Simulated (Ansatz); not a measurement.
Bond-angle distributions (per cent of the angles at each element, bins of 10°) of a relaxed model of amorphous In9Ga9Zn9O34H2 at 5.96 g/cm³. Computed with PBE, scalar-relativistic without spin-orbit coupling (plane waves to 420 eV, PAW; Ansatz, an electronic-structure program). The usual formal charges leave 6 electrons over, so the level spacing at the Fermi energy parts defect or band states and needn't be the band gap.

Preparation: random packing, a CHGNet melt and quench, and a DFT relaxation. O atoms were pushed apart under 1.9 Å during the dynamics, to hinder bonds among them. The hot cell started wider than the set density and was brought back towards it in steps. It is the lowest in DFT energy of 4 quenches. It is a model cell: composition and starting density were chosen by hand, and all elements were melted together. No dispersion term was used. Its density started from a set value of 5.96 and ended at 5.96 g/cm³. Cooling (nominally 350 K/ps over its main leg) ran many orders faster than in experiment, which tends to leave more defects and strain. One small periodic cell is one sample of the glass; other quenches scatter about these values. The volume was held where the preparation left it, at a PBE pressure of 4.6 GPa. Stress components on the final sampling reach 5.1 GPa. On a 2×2×2 Γ-centred mesh force components of up to 0.17 eV/Å stay, since the relaxation ran on the zone centre alone.

Neighbours within In-In 3.12 Å, In-Ga 2.90 Å, In-Zn 2.90 Å, In-O 2.90 Å, In-H 2.08 Å, Ga-Ga 2.68 Å, Ga-Zn 2.68 Å, Ga-O 2.38 Å, Ga-H 1.84 Å, Zn-Zn 2.68 Å, Zn-O 2.48 Å, Zn-H 1.84 Å, O-O 1.58 Å, O-H 1.16 Å, H-H 0.90 Å count as bonded. Two cations that share two anions don't count as bonded, nor two that share one unless they lie closer than In-In 3.04 Å, In-Ga 2.82 Å, In-Zn 2.82 Å, Ga-Ga 2.61 Å, Ga-Zn 2.61 Å, Zn-Zn 2.61 Å.

```json
[
 {"angle (°)": "50-60", "at In": "0", "at Ga": "0", "at Zn": "0"},
 {"angle (°)": "60-70", "at In": "5", "at Ga": "0", "at Zn": "0"},
 {"angle (°)": "70-80", "at In": "22", "at Ga": "0", "at Zn": "5"},
 {"angle (°)": "80-90", "at In": "18", "at Ga": "15", "at Zn": "21"},
 {"angle (°)": "90-100", "at In": "15", "at Ga": "21", "at Zn": "20"},
 {"angle (°)": "100-110", "at In": "8", "at Ga": "23", "at Zn": "20"},
 {"angle (°)": "110-120", "at In": "7", "at Ga": "27", "at Zn": "11"},
 {"angle (°)": "120-130", "at In": "5", "at Ga": "5", "at Zn": "5"},
 {"angle (°)": "130-140", "at In": "3", "at Ga": "3", "at Zn": "6"},
 {"angle (°)": "140-150", "at In": "6", "at Ga": "0", "at Zn": "6"},
 {"angle (°)": "150-160", "at In": "6", "at Ga": "5", "at Zn": "3"},
 {"angle (°)": "160-170", "at In": "5", "at Ga": "0", "at Zn": "2"},
 {"angle (°)": "170-180", "at In": "2", "at Ga": "2", "at Zn": "3"}
]
```

They go with these counts of neighbours within the cut-offs, cation contacts included: In mean 5.8, most often 6; Ga mean 4.2, most often 4; Zn mean 4.3, most often 4.
